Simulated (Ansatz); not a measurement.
A periodic model of amorphous Zr20O42Si:

```xyz
63
Lattice="9.3526 0.2028 0.2894 0.2028 9.1772 0.2784 0.2894 0.2784 9.5238" Properties=species:S:1:pos:R:3 pbc="T T T"
Zr     5.3176     3.8458     0.9203
Zr     4.2782     8.8604     2.3322
Zr     6.3710     6.9266     0.3989
Zr     3.1486     8.4583     8.8166
Zr     9.0976     1.9586     9.7732
Zr     6.9750     1.5858     2.9115
Zr     8.6923     4.4414     2.4836
Zr     1.9582     9.0673     5.2043
Zr     7.1145     5.7958     7.0770
Zr     0.4495     6.1371     4.5546
Zr     6.4495     7.1822     4.1502
Zr     3.1455     5.8679     2.5374
Zr     5.7985     1.5095     8.9066
Zr     0.8078     5.2961     8.5388
Zr     3.3514     2.9054     4.0494
Zr     7.6409     9.2517     6.5918
Zr     2.8296     2.4278     7.4118
Zr     9.1283     2.9718     6.1014
Zr     0.3712     7.6291     1.4679
Zr     3.5737     5.7682     6.2925
O      0.8802     7.9488     3.6366
O      1.2134     9.3246     9.6160
O      4.2605     3.4153     6.0491
O      5.6208     1.3198     6.7367
O      6.7254     3.9857     2.4720
O      7.4786     2.0365     5.1293
O      8.3957     6.4330     0.7856
O      4.0796     7.0263     7.6898
O      3.3530     1.3367     8.9683
O      6.6494     9.1127     4.5681
O      1.8141     2.3609     5.3145
O      4.7194     5.8272     1.1684
O      2.4848     4.5854     7.6014
O      6.9145     2.4552     0.3971
O      8.0978     6.2972     3.4314
O      5.3524     2.4931     4.1814
O      0.1931     3.6211     0.3715
O      5.6163     5.9800     5.6576
O      8.0739     7.2641     5.7546
O      7.0223     7.7325     7.9630
O      1.1061     5.6729     2.3609
O      7.7696     1.0481     8.1673
O      4.8545     3.2809     8.7733
O      2.7171     7.7906     1.5552
O      8.8023     2.3506     2.5249
O      2.9982     0.8371     3.4985
O      1.9036     7.0456     5.8728
O      5.2087     8.7758     9.6827
O      9.1403     5.2219     7.0114
O      2.6626     0.3176     6.7267
O      9.3444     0.6958     5.9280
O      6.1096     7.8218     2.2558
O      2.7172     4.9820     4.4145
O      8.2413     9.3190     1.9141
O      0.7191     2.5141     7.6876
O      6.8951     3.7799     6.5690
O      6.7475     5.3366     9.0182
O      1.7645     6.8739     9.1878
O      3.5823     3.8076     2.2337
O      9.3133     4.2663     4.5223
O      4.1627     7.2733     3.7570
O      5.1655     1.3997     1.6845
Si     5.8978     2.6859     5.7738
```

All values below come from PBE, scalar-relativistic without spin-orbit coupling (plane waves to 420 eV, PAW; Ansatz, a program for electronic structure).

Preparation: random packing, a CHGNet melt and quench, and a DFT relaxation. O atoms were pushed apart under 1.9 Å during the dynamics, to hinder bonds among them. The hot cell started wider than the set density and was brought back towards it in steps. It is the lowest in DFT energy of 2 quenches. It is a model cell: composition and starting density were chosen by hand, and all elements were melted together. No dispersion term was used. Its density started from a set value of 5.14 and ended at 5.14 g/cm³. Cooling (nominally 300 K/ps over its main leg) ran many orders faster than in experiment, which tends to leave more defects and strain. Values belong to this one cell and scatter from quench to quench. The volume was held where the preparation left it and the shape relaxed, at a PBE pressure of -1.2 GPa (tension). Stress components on the final sampling reach 1.2 GPa.

Bonds are counted up to Zr-Zr 3.41 Å, Zr-O 2.74 Å, Zr-Si 2.93 Å, O-O 1.58 Å, O-Si 2.12 Å, Si-Si 2.60 Å. Two cations that share two anions don't count as bonded, nor two that share one unless they lie closer than Zr-Zr 3.32 Å, Zr-Si 2.85 Å, Si-Si 2.38 Å.

Question: Give the coordination numbers, mean bond lengths and angles.

Answer: 
```
Quantity                                                                  Result
---------------------------------  ---------------------------------------------
Mean coordination of Zr by anions  6.60 (1 with 5, 8 with 6, 9 with 7, 2 with 8)
Mean coordination of O                     3.26 (1 with 2, 29 with 3, 12 with 4)
Mean coordination of Si by anions                                5.00 (1 with 5)
Mean Zr-O bond                             2.183 Å (spread 0.145 Å, 132 counted)
Mean O-Si bond                               1.742 Å (spread 0.064 Å, 5 counted)
Bond angle at Zr                                       mean 101.6°, spread 29.0°
Bond angle at O                                        mean 112.6°, spread 16.8°
Bond angle at Si                                       mean 106.9°, spread 25.5°
```

Question: List the pairs of like atoms that count as bonded by the rules above.

Answer: There are none by these rules.
